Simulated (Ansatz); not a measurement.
# TlBiS2: tensor shear ε_xz = +0.33 %

The reference is TlBiS₂ (space group R-3m, No. 166; a = 4.085 Å, c = 21.696 Å (hexagonal axes)). Axes: x lies along a and z along c of the hexagonal cell.

Now apply this change: tensor shear ε_xz = +0.33 % (engineering shear γ = 0.0066); the atoms relax in the strained cell.

Calculations: Kohn–Sham DFT with the PBEsol functional, run in Ansatz (a first-principles code) with PAW and 420 eV plane waves, no SOC. k-mesh 9×9×9 (Γ-centred); smearing 0.05 eV (Fermi–Dirac).

The space group goes from R-3m (No. 166) to P-1 (No. 2) and the shortest interatomic distance drops by 0.0026 Å to 2.828 Å. The energy stays essentially unchanged and the pressure (mean of the normal stresses, compression positive) stays essentially unchanged (-0.01 GPa against 0.01 GPa). The band gap remains 0.15 eV and the gap character stays direct at Γ. The electron mass changes from 0.071 mₑ along c, 0.14 mₑ across (at Γ) to 0.071 mₑ along z, 0.14 mₑ across (at Γ) and the hole mass becomes 0.075 mₑ along z, 0.15 mₑ across (at Γ) (base: 0.075 mₑ along c, 0.15 mₑ across (at Γ)). The valence-band top at Γ (three highest levels, from the VBM) remains 0.00, -1.78, -1.78 eV and the valley order (the lowest conduction-band minima on the path, energy above the VBM, named in the base's zone) comes out as Γ 0.15 eV; F (0, 1/2, 1/2) 0.28 eV; F (1/2, 1/2, 0) 0.29 eV; F (1/2, 0, 1/2) 0.30 eV. The stress (xx, yy, zz, yz, xz, xy; compression positive) amounts to (0.00, 0.00, 0.02, 0.00, -0.21, -0.11) GPa.

Final structure:

```
CELL_PARAMETERS angstrom
      2.06653     1.17933     7.23872
     -2.01880     1.17933     7.22524
      0.02387    -2.35867     7.23198
ATOMIC_POSITIONS crystal
  Tl 0.50000 0.50000 0.50000
  Bi 0.00000 0.00000 0.00000
  S  0.26302 0.25952 0.26125
  S  0.73698 0.74048 0.73875
```

Cost of the whole job for the changed cell (relaxation, final SCF and bands): about 2.4 core-minutes (a rough figure).

Spin-orbit coupling, missing from the scalar runs, can matter with Bi and Tl. Masses are band curvatures over ±0.01 Å⁻¹ around the edge. Whether these cells are dynamically stable was not tested. A zero or small gap of TlBiS2 can be the functional's error rather than a property of the material. k-point labels follow each cell's own Brillouin zone.
